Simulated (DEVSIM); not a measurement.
Device: Schottky contact on p-type Ge, at 300 K.

```tsv
layer (left to right)	material	thickness (μm)	Na (cm⁻³)	τn (s)	τp (s)
1	Ge	2.60	6.5e15	1.7e-5	1.7e-5
2	Ge	10.0	1.1e18	1.7e-5	1.7e-5
```

Left contact: Schottky, work function 4.214 eV, emission velocity 7.8e6 cm/s. Right contact: ohmic. Voltage is applied to the left contact. Recombination: SRH at mid-gap, radiative, Auger. Mobility is constant in doping. Where it depends on doping, it is μmin + (μ − μmin)/(1 + (N/Nref)^α).

This is a model device: material constants are rounded textbook-type values typed into the input, and sizes, dopings and lifetimes were drawn at random. Values at 300 K. The table also holds parameters that only a changed run uses.

```
parameter           Ge
-------------  -------
gap (eV)         0.664
affinity (eV)        4
permittivity        16
Nc (cm⁻³)      1.04e19
Nv (cm⁻³)         6e18
μn (cm²/Vs)       3900
μp (cm²/Vs)       1900
μn,min             150
μp,min             100
Nref,n          2.6e17
Nref,p            4e17
αn                0.56
αp                 0.6
B (cm³/s)      6.4e-14
Cn (cm⁶/s)       1e-31
Cp (cm⁶/s)       1e-31
```

Simulated with DEVSIM: 1D drift-diffusion, Boltzmann statistics, complete ionisation; no tunnelling, impact ionisation, image-force lowering or self-heating. Metal contacts follow the ideal Schottky-Mott rule: no Fermi-level pinning, no interface dipoles.

Base results: potential step across the device at zero bias (V) 0.406; dark forward voltage at 100 A/cm² (V) 0.184; dark forward voltage at 1 A/cm² (V) 0.051.

### Question
What follows from this one change: metal work function 4.214 → 4.114 eV?

### Answer
potential step across the device at zero bias 0.406 → 0.506 V; dark forward voltage at 100 A/cm² 0.184 → 0.276 V; dark forward voltage at 1 A/cm² 0.051 → 0.145 V.

### Question
What follows from this one change: thickness of layer 1 2.6 → 13 μm?

### Answer
potential step across the device at zero bias little changed (0.406 V); dark forward voltage at 100 A/cm² 0.184 → 0.234 V; dark forward voltage at 1 A/cm² little changed (0.051 V).

### Question
What follows from this one change: doping Na of layer 1 6.5e+15 → 6.5e+14 cm^-3?

### Answer
potential step across the device at zero bias little changed (0.406 V); dark forward voltage at 100 A/cm² 0.184 → 0.232 V; dark forward voltage at 1 A/cm² 0.051 → 0.062 V.
